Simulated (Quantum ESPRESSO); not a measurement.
**Predicting one run from its neighbours: the energy of slabs against their depth, the (001) slab of MgO (cut from a parent of space group no. 225; 4 atoms in the cell)**

```
MgO
1.0
    2.96799     0.00000     0.00000
   -2.96799     2.96799     0.00000
    0.00000     0.00000    16.09869
Mg O
2 2
Direct
  0.00000   0.00000   0.56518
  0.00000   0.50000   0.43482
  0.00000   0.50000   0.56518
  0.00000   0.00000   0.43482
```
(The smallest cell of the table.)

Computed with PBE, GBRV 1.5 ultrasoft (PBE) pseudopotentials (plane waves; Quantum ESPRESSO).

Base settings: ecutwfc = 40 Ry; ecutrho = 200 Ry; occupations = smearing; smearing = fd; degauss = 0.00147 Ry; potentials = {Mg: mg_pbe_v1.4.uspp.F.UPF, O: o_pbe_v1.2.uspp.F.UPF}; K_POINTS = automatic 5 5 1 0 0 0; conv_thr = 1e-11 Ry; mixing_beta = 0.2.

The starting cell has typed, rounded lattice constants, without a prior relaxation at this level. The slab is cut from that crystal, and its faces are unrelaxed. Its lattice was rescaled by up to half a per cent. Spin polarisation is off, though cut faces can carry moments; a gap of a slab can lie between surface states.

Deep slabs follow E = 2Aγ + N·e, so a straight line through E against N gives the surface energy without a separate bulk run; a round N·e is taken off to keep the numbers short. The area A is 8.809 Å².

| atoms N | E − N·(-1073.948 eV) (eV) |
|---|---|
| 4 | 0.7851 |
| 8 | 0.6554 |
| 12 | 0.5257 |
| 16 | ? |
| 24 | 0.1356 |
| 28 | 0.0060 |

**Question.** Fit the line to the 5 rows given and predict the withheld one.

**Answer.** Means: x̄ = 15.200, ȳ = 0.42156. Σ(x − x̄)(y − ȳ) = -13.92 and Σ(x − x̄)² = 428.8, so b = -0.03247 and a = ȳ − b·x̄ = 0.91510; γ = a/2A = 0.832 J/m² (unrelaxed) and e = -1073.9805 eV per atom. The largest residual of the fitted rows is 0.00024. At x = 16 the line gives 0.3956 eV. The run gave 0.3957 eV, a miss of 0.0001 eV. The rows were chosen because the form fits them, the withheld one included, so this shows the method and is no test of the form.
